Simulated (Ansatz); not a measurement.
# CdO (model structure, started from the h-BN type, P6₃/mmc, No. 194, 4 atoms in the cell): properties by level of theory

```tsv
level (code)	lattice constant a (Å)	lattice parameter c (Å)	enthalpy of formation (eV/atom)
PBE (Ansatz)	3.902	4.827	-1.009
PBEsol (Ansatz)	___	4.732	-1.038
PBE-D3(BJ) (Ansatz)	3.870	4.791	-1.031
```

Complete the blanks.


- PBEsol (Ansatz, an electronic-structure program), lattice constant a (Å): 3.847

Ansatz's density-functional and Hartree–Fock values are scalar-relativistic unless marked +SOC, with PAW data made under PBE.

The computed numbers hold no vibrational or temperature effects.

A model structure was made by putting elements into a prototype or built by hand; it is no filed structure, need not be a known phase, and can be a saddle point held by its symmetry.
